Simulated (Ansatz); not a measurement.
Start from Al in the fcc (Cu type) structure (space group Fm-3m, No. 225; relaxed with 0.1 eV smearing).

```xyz
1
Lattice="0.0000 1.9919 1.9919 1.9919 0.0000 1.9919 1.9919 1.9919 0.0000" Properties=species:S:1:pos:R:3 pbc="T T T"
Al     0.0000     0.0000     0.0000
```

Cartesian axes are those of the cell as printed.

Method: LDA (Ansatz, a quantum-chemistry and plane-wave program), scalar-relativistic without spin-orbit coupling.

Base values:

| Property | Value |
|---|---|
| Shortest interatomic distance | 2.817 Å |

Perturbation: tensile biaxial strain of 2.08 % in the plane normal to [111], as in epitaxy on a mismatched substrate; the out-of-plane cell vector and the atoms relax.

Task: How does this affect the ratio −ε⊥/ε∥, shortest interatomic distance and in-plane stress?

Result: The ratio −ε⊥/ε∥ comes out as 0.95; the shortest interatomic distance falls by 0.017 Å, from 2.817 Å to 2.800 Å; the mean in-plane stress (compression positive) comes out as -2.3 GPa.

Stability against distortions was not tested.
